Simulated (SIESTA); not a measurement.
# Parameter sweep on a (001) slab of TiSb (cut from a parent of space group no. 186; 4 atoms in the cell)

```
CELL_PARAMETERS angstrom
      4.52650     0.00000     0.00000
     -2.26325     3.92007     0.00000
      0.00000     0.00000    16.63490
ATOMIC_POSITIONS crystal
  Ti 0.66667 0.33333 0.58351
  Ti 0.33333 0.66667 0.36069
  Sb 0.66667 0.33333 0.41649
  Sb 0.33333 0.66667 0.63931
```

Base run A: GGA PBE, numerical atomic orbitals DZP, PseudoDojo PBE standard norm-conserving potentials (rewritten from UPF to PSML) (SIESTA), self-consistent single point.

Its settings: XC.functional = GGA; XC.authors = PBE; potentials = PseudoDojo PBE standard; PAO.BasisSize = DZP; PAO.EnergyShift = 0.005 Ry; MeshCutoff = 300 Ry; kgrid.MonkhorstPack = 7 7 1; OccupationFunction = FD; ElectronicTemperature = 136 meV; Slab.DipoleCorrection = vacuum; MaxSCFIterations = 150; SCF.Mixer.Method = Pulay; SCF.Mixer.Weight = 0.1; SCF.Mixer.History = 8; SCF.DM.Tolerance = 1.0E-05.

The starting cell was generated: these elements placed on a structure prototype, without a prior relaxation; it need not be a known phase or ordering of this composition. The slab is cut from that crystal, and its faces are unrelaxed. Spin polarisation is off. Values carry the incompleteness of an atom-centred basis.

ΔF is the free energy per atom less that of run A. A dash stands where there is no value to compare (another energy zero or no entropy term, no result, no spin, no clean gap, or a mesh too coarse for one). 

| run | change | ΔF (meV/atom) | largest force (eV/Å) | size of the net moment (μB/atom) | k-points |
|---|---|---|---|---|---|
| A | base | 0.00 | 0.701 | – | 25 |
| B | parallel starting moments (0.05 0.05 0 0 μB); Spin: default → polarized; DM.InitSpin: default → [1 +0.05, 2 +0.05, 3 +0.00, 4 +0.00] | 0.00 | 0.701 | 0.01 | 25 |
| C | parallel starting moments (0.25 0.25 0 0 μB); Spin: default → polarized; DM.InitSpin: default → [1 +0.25, 2 +0.25, 3 +0.00, 4 +0.00] | -68.3 | 0.553 | 0.48 | 25 |
| D | parallel starting moments (1 1 0 0 μB); Spin: default → polarized; DM.InitSpin: default → [1 +1.00, 2 +1.00, 3 +0.00, 4 +0.00] | -68.3 | 0.553 | 0.48 | 25 |
| E | parallel starting moments (1.5 1.5 0 0 μB); Spin: default → polarized; DM.InitSpin: default → [1 +1.50, 2 +1.50, 3 +0.00, 4 +0.00] | -68.3 | 0.553 | 0.48 | 25 |
| F | opposed starting moments (1 -1 0 0 μB); Spin: default → polarized; DM.InitSpin: default → [1 +1.00, 2 -1.00, 3 +0.00, 4 +0.00] | -68.3 | 0.553 | 0.48 | 25 |
| G | non-collinear run, moments along x (1 1 0 0 μB); Spin: default → non-colinear; DM.InitSpin: default → [1 1.00 90.00 0.00, 2 1.00 90.00 0.00, 3 0.00 90.00 0.00, 4 0.00 90.00 0.00] | -68.3 | 0.553 | 0.48 | 49 |

Lowest: runs C, D, E, F, G, 68.3 meV/atom below the next (run B). States that were not tried could lie lower.
